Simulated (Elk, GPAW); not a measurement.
An Elk input for a self-consistent single point of Mg3Sb2 (P-3m1, 5 atoms in the cell) (DFT, PBE, all-electron FP-LAPW, Elk's shipped species files, default APW+lo basis):

```
tasks
  0

xctype
  20

rgkmax
  7.0

stype
  3

swidth
  0.00183747

scale
  1.889726125

avec
    4.5025598025    0.0000000458    0.0000000000
   -2.2512799409    3.8993311481    0.0000000000
    0.0000000000    0.0000000000    7.1339050000

atoms
  2   : nspecies
  'Mg.in'   : spfname
  3   : natoms; atposl, bfcmt below
  0.0000000000  0.0000000000  0.0000000000    0.0 0.0 0.0
  0.3333333333  0.6666666667  0.3666200000    0.0 0.0 0.0
  0.6666666667  0.3333333333  0.6333800000    0.0 0.0 0.0
  'Sb.in'   : spfname
  2   : natoms; atposl, bfcmt below
  0.3333333333  0.6666666667  0.7718700000    0.0 0.0 0.0
  0.6666666667  0.3333333333  0.2281300000    0.0 0.0 0.0

ngridk
  7 7 4
```

Question: Translate this input to GPAW.

Answer: One input that does it (others would too):

```python
from ase import Atoms
from ase.units import GPa
from gpaw import GPAW, PW, FermiDirac

atoms = Atoms(['Mg', 'Mg', 'Mg', 'Sb', 'Sb'],
              cell=[[4.502560, 0.000000, 0.000000],
                    [-2.251280, 3.899331, 0.000000],
                    [0.000000, 0.000000, 7.133905]],
              positions=[[0.000000, 0.000000, 0.000000],
                         [-0.000002, 2.599555, 2.615432],
                         [2.251282, 1.299776, 4.518473],
                         [-0.000002, 2.599555, 5.506447],
                         [2.251282, 1.299776, 1.627458]],
              pbc=True)

calc = GPAW(mode=PW(800),
            xc='PBE',
            kpts={'size': (7, 7, 4), 'gamma': True},
            occupations=FermiDirac(0.05),
            nbands=-8,
            convergence={'density': 1e-05, 'energy': 1e-05, 'bands': -6},
            symmetry={'symmorphic': False, 'tolerance': 0.0005},
            maxiter=150)

atoms.calc = calc

energy = atoms.get_potential_energy()
print('Energy (eV):', round(energy, 6))
forces = atoms.get_forces()
print('Forces (eV/Ang):')
print(forces.round(5))
stress = atoms.get_stress()
print('Stress (GPa, Voigt):', (stress / GPa).round(4))
```

Basis settings and potentials, where a program has them, do not carry over. This input uses DFT PBE, plane waves, GPAW PAW datasets PBE (gpaw-data 1.0.1).

The starting cell comes from a database of computed structures (which also holds hypothetical and non-ambient phases and stackings), without a prior relaxation at this level. Its lattice was rescaled by a random factor within 2.5 % of one.
